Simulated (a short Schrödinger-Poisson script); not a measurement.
Structure: MOS inversion layer, SiO2 on p-type GaAs, at 400 K.

| layer | material | thickness (nm) | Na (cm⁻³) |
|---|---|---|---|
| 1 | SiO2 | 3.1 | - |
| 2 | GaAs | 1100 | 2e17 |

Constants are typed, rounded textbook-type inputs, not results; the design itself was drawn at random and stands for no fabricated device. SiO2: permittivity 3.9, conduction-band edge (eV) 3.17, gap (eV) 9, electron mass (mₑ) 0.5. GaAs: permittivity 12.9, conduction-band edge (eV) 0, gap (eV) 1.424, Nv at 300 K (cm⁻³) 9e18.

Channel valleys (confinement mass, in-plane density-of-states mass, number): Γ 0.067, 0.067, 1. At the gate the conduction-band edge of layer 1 lies 3.58 eV − eVg above the Fermi level of the channel; the field vanishes at the back. Gaps are held at their typed values at every temperature. Mesh 0.03 nm at interfaces.

From a short Schrödinger-Poisson script (our own, NumPy): 1D Poisson equation in equilibrium, electrons quantum, Hartree (BenDaniel-Duke, 12 states a valley, the channel's in-plane mass for all, wave functions free to enter the dielectric), parabolic valleys, classical holes, full ionisation, no traps, pinning or gate leakage.

The same stack at other levels of the model or other numerical settings:

```tsv
run	sheet density of all electrons at Vg = 2.1 V (cm⁻²)	sheet density of all electrons at Vg = 0.9 V (cm⁻²)	capacitance at Vg = 2.1 V (μF/cm²)	centroid of the channel electrons at Vg = 2.1 V (nm)	rough cost against the base
base	6.24e12	4.54e11	0.842	2.80	about 1
electrons treated as classical, Boltzmann	8.39e12	8.64e11	1.06	0.69	0.04
electrons treated as classical, Fermi-Dirac	6.46e12	6.64e11	0.836	2.40	0.3
electrons treated as quantum, Hartree plus LDA exchange-correlation	6.38e12	4.98e11	0.848	2.73	2
mesh six times as coarse	6.20e12	4.41e11	0.839	2.86	0.2
one subband a valley	6.09e12	4.49e11	0.810	2.41	0.5
```

The classical rows ignore confinement, and Boltzmann statistics overrate the density once the band edge passes the Fermi level.

Above a few 1e12 electrons/cm² a light Γ valley is non-parabolic and upper valleys begin to fill, which the model leaves out.
